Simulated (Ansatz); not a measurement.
The starting structures come from a database of crystals and need not be the phases stable at ambient conditions.

 Where the default PAW files enter, the runs use the earlier of Ansatz's two default sets.

Tunnelling through a barrier is set by its complex band structure: the current falls as exp(−2κd) with the smallest κ.

Data:

```xyz
9
Lattice="6.1549 0.0000 0.0000 -1.3982 6.0155 0.0000 -2.4776 1.3056 4.0806" Properties=species:S:1:pos:R:3 pbc="T T T"
Si     3.3510     1.9442     1.8169
Si     0.0725     3.3596     2.3695
Si     0.0634     6.5410     3.8940
Si     2.9983     5.2108     3.3305
P     -0.7845     2.1516     0.7213
P      2.2827     0.7825     0.1280
P      2.1511     3.9240     1.6723
P     -1.0692     5.3036     2.3256
Ru     2.2750     7.3131     4.0703
```

Space group of this cell: P1. The cell is taken as given.

Transport runs along the normal of the first two printed cell vectors.

No gap correction and no spin-orbit coupling; mid-gap values are interpolated between computed energies.

Give the band gap and the smallest decay constant κ at mid-gap that r2SCAN in Ansatz (a first-principles code) yields.

Gap 1.68 eV on a 6×6×8 mesh; κ = 0.164 1/Å, at (0.167, 0.167) of the in-plane reciprocal vectors. At the zone centre, at the nearest computed energy, the slowest state has κ = 0.16 1/Å.
